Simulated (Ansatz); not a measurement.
## Convergence series on B₄O₁₂Sc₃La (R32, 20 atoms in the cell)

```yaml
crystal:
  lattice:
    - [4.99591, 2.88439, 2.70919]
    - [-4.99591, 2.88439, 2.70919]
    - [0.00000, -5.76878, 2.70919]
  atoms:
    - { symbol: B, position: [0.50000, 0.04868, 0.95132] }
    - { symbol: B, position: [0.95132, 0.50000, 0.04868] }
    - { symbol: B, position: [0.04868, 0.95132, 0.50000] }
    - { symbol: O, position: [0.50000, 0.91198, 0.08802] }
    - { symbol: O, position: [0.08802, 0.50000, 0.91198] }
    - { symbol: O, position: [0.91198, 0.08802, 0.50000] }
    - { symbol: Sc, position: [0.45127, 0.54873, 0.00000] }
    - { symbol: Sc, position: [0.00000, 0.45127, 0.54873] }
    - { symbol: Sc, position: [0.54873, 0.00000, 0.45127] }
    - { symbol: O, position: [0.63990, 0.50000, 0.36010] }
    - { symbol: O, position: [0.36010, 0.63990, 0.50000] }
    - { symbol: O, position: [0.50000, 0.36010, 0.63990] }
    - { symbol: O, position: [0.62240, 0.02747, 0.79550] }
    - { symbol: O, position: [0.79550, 0.62240, 0.02747] }
    - { symbol: O, position: [0.02747, 0.79550, 0.62240] }
    - { symbol: O, position: [0.20450, 0.97253, 0.37760] }
    - { symbol: O, position: [0.97253, 0.37760, 0.20450] }
    - { symbol: O, position: [0.37760, 0.20450, 0.97253] }
    - { symbol: La, position: [0.00000, 0.00000, 0.00000] }
    - { symbol: B, position: [0.50000, 0.50000, 0.50000] }
```

Computed with LDA (PW92), default PAW files made with PBE (plane waves; Ansatz, a quantum-chemistry and plane-wave program).

The starting cell comes from a database of published, mostly measured structures (it also holds non-ambient and calculated ones), without a prior relaxation at this level. Its lattice was rescaled by a random factor within 2.5 % of one. In the base run, with a pressure of about -15 GPa the cell is away from its equilibrium volume at this level. In the base run, forces exceed 1 eV/Å. Ansatz's pressure includes its estimate of the finite-basis (Pulay) stress.

Held fixed: kpoints.mp_grid.grid = 3 3 3; hamiltonian.xc = lda; hamiltonian.pseudopotentials = {kind: paw} (the program's default PAW files); scf.occupations.method = gaussian; scf.occupations.width = 0.05 eV.

ΔF is the free energy per atom less that of the last row (840 eV).

The first pressure column holds Ansatz's estimate of the finite-basis (Pulay) stress, which hides part of the cutoff error; the other is without it.

```
basis.ecutwfc  ΔF (meV/atom)  pressure (GPa)  largest force (eV/Å)  gap on the mesh (eV)  pressure at a fixed set of plane waves (GPa)  plane waves  iterations
-------------  -------------  --------------  --------------------  --------------------  --------------------------------------------  -----------  ----------
170 eV                9373.0          -23.97                 2.988                 1.937                                       -340.80         1187           9
210 eV                3710.1          -13.07                 2.831                 2.126                                       -187.03         1663          10
250 eV                1331.3          -12.48                 3.147                 2.403                                        -93.86         2071           9
295 eV                 375.8          -14.12                 3.099                 2.343                                        -43.54         2665           8
335 eV                     ?          -14.77                 3.103                 2.351                                        -25.46         3267           8
380 eV                     ?          -14.91                 3.094                 2.356                                        -17.93         3969           8
420 eV                   6.0          -14.88                 3.093                 2.358                                        -15.73         4563           8
485 eV                  0.91          -14.85                 3.094                 2.358                                        -14.91         5691           8
545 eV                  0.69          -14.85                 3.094                 2.358                                        -14.86         6749           8
630 eV                  0.50          -14.86                 3.094                 2.358                                        -14.87         8393           8
735 eV                  0.31          -14.86                 3.094                 2.358                                        -14.87        10607           8
840 eV                  0.00          -14.86                 3.094                 2.358                                        -14.88        12931           8
```

**Question.** What belongs in the gaps?

**Answer.** 
- 335 eV, ΔF (meV/atom): 111.4
- 380 eV, ΔF (meV/atom): 25.2

Keys are those of Ansatz 0.2.
